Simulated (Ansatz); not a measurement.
# A computed series for GaSb: response to strain

Consider GaSb in the zinc blende structure (space group F-43m, No. 216; a = 6.1120 Å). Axes: x, y, z lie along the cube axes.

Strains are applied to the cell and any free atomic positions relax; under biaxial strain the out-of-plane vector relaxes too.

All numbers come from PBEsol (Ansatz, an electronic-structure program; PAW; 420 eV plane waves; spin-orbit coupling left out), earlier PAW set.

Notes on the quantities. energy relative to the base: free energy F.

```tsv
change	energy relative to the base	band gap	volume per atom	space group
base	0 meV/atom	zero	28.54 Å³	F-43m (No. 216)
biaxial strain −2.50 %, plane normal [001], relaxed out of plane	…	0.09 eV	27.74 Å³	I-4m2 (No. 119)
biaxial strain +2.39 %, plane normal [110], relaxed out of plane	…	zero	29.56 Å³	Imm2 (No. 44)
biaxial strain −4.93 %, plane normal [111], relaxed out of plane	+57 meV/atom	zero	26.47 Å³	R3m (No. 160)
isotropic strain −3.83 %	+70 meV/atom	0.62 eV	25.39 Å³	F-43m (No. 216)
isotropic strain +0.68 %	…	zero	29.13 Å³	F-43m (No. 216)
uniaxial strain ε_yy = +2.17 %	+3.3 meV/atom	zero	29.16 Å³	I-4m2 (No. 119)
uniaxial strain ε_yy = +2.55 %	+4.6 meV/atom	zero	29.27 Å³	I-4m2 (No. 119)
tensor shear ε_yz = +1.10 %	+1.7 meV/atom	zero	28.54 Å³	Imm2 (No. 44)
```

Complete the table.


- biaxial strain −2.50 %, plane normal [001], relaxed out of plane, energy relative to the base: +10 meV/atom
- biaxial strain +2.39 %, plane normal [110], relaxed out of plane, energy relative to the base: +11 meV/atom
- isotropic strain +0.68 %, energy relative to the base: +1.9 meV/atom

A biaxial case was relaxed in a doubled cell and then solved in the primitive one. With Sb present, leaving out spin-orbit coupling can change the band edges. Stability against distortions was not tested. All final runs are without spin polarisation. Gaps under 0.05 eV, about the width of the smearing, are given as zero. A zero or small gap of GaSb can be the functional's error rather than a property of the material.
